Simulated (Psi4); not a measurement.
Psi4 1.11, PBE/def2-svp: Zn(Br)(OMe)(NH3)2 (C[O][Zn](<-[NH3])(<-[NH3])[Br]), 15 atoms. The geometry is a generated start, not checked to be a minimum at this level.

```json
{
  "task": "energy",
  "method": "pbe",
  "basis": "def2-svp",
  "memory": "3 GB",
  "maxiter": "100",
  "keys_of_the_molecule_block": "symmetry c1",
  "scf_type": "df (default)",
  "guess": "auto, which took SAD (default)",
  "scf_initial_accelerator": "adiis (default)",
  "e_convergence": "1e-06 (default)",
  "d_convergence": "1e-06 (default)",
  "dft_radial_points": "75 (default)",
  "dft_spherical_points": "302 (default)",
  "basis_functions": "164",
  "grid_points": "321578"
}
```

```xyz
15

Zn     0.2367     0.3824     0.5565
Br     1.0159     1.6758     2.2897
O     -1.2279    -0.1214    -0.3269
C     -2.4977     0.4338    -0.4243
H     -2.4948     1.4133    -0.9227
H     -3.1234    -0.2437    -1.0213
H     -2.9805     0.5598     0.5571
N      0.9109    -1.6557     1.0663
H      0.4579    -2.2512     0.3782
H      0.5177    -1.9023     1.9708
H      1.9001    -1.8901     1.0981
N      1.6635     0.8344    -1.0871
H      1.2607     1.5806    -1.6456
H      1.7798     0.0393    -1.7063
H      2.5809     1.1449    -0.7824
```

Charge 0 and multiplicity 1 are set for this test and not shown to be the ground state.

One run each on 2 threads. Values of diis_max_vecs tried: 3, 6, 10 (default), 20.

Question: Predict the course of the SCF iterations along this series.

Answer: Fewest SCF iterations, within one of each other: 6 with 12, 10 (default) with 12, 20 with 12. The count rises to 26 at 3. All converge to one solution.

```
diis_max_vecs  SCF iterations            end
-------------  --------------  -------------
3                          26  same solution
6                          12  same solution
10 (default)               12  same solution
20                         12  same solution
```
